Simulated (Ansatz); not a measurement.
The reference is PbS in the zinc blende structure (space group F-43m, No. 216; a = 6.543 Å; a hypothetical phase, not in the database extracts checked).

Now apply this change: cell and atoms relaxed at a pressure of 0.7 GPa.

Levels (all Ansatz, a quantum-chemistry and plane-wave program, PAW): PBEsol (420 eV, no spin-orbit coupling); PBEsol+SOC (420 eV, noncollinear with spin-orbit coupling).

The geometry is relaxed with PBEsol.

| Quantity | Value |
|---|---|
| PBEsol electron mass | 1.7 mₑ along k, 0.35 mₑ across (at X) |
| PBEsol lowest conduction level above the VBM at special points | X 0.58 eV; U 1.72 eV; K 1.72 eV; Γ 2.38 eV |
| PBEsol smallest direct gap | 1.12 eV |

With PBEsol+SOC at the same geometry, the electron mass changes from 1.7 mₑ along k, 0.35 mₑ across (at X) to 2.1 mₑ along k, 0.38 mₑ across (at X); the lowest conduction level above the VBM at special points changes from X 0.58 eV; U 1.72 eV; K 1.72 eV; Γ 2.38 eV to X 0.51 eV; U 1.43 eV; K 1.43 eV; Γ 1.17 eV; the smallest direct gap decreases by 0.11 eV to 1.01 eV.

Single points use the geometry relaxed with PBEsol. The spin-orbit shifts are approximate. Spin-orbit coupling, missing from the scalar runs, can matter with Pb. Load acts through the strain it causes; cell and atoms are relaxed under it. Masses are band curvatures over ±0.01 Å⁻¹ around the edge. Along k means along the line from Γ to the band edge. Stability against distortions was not tested.
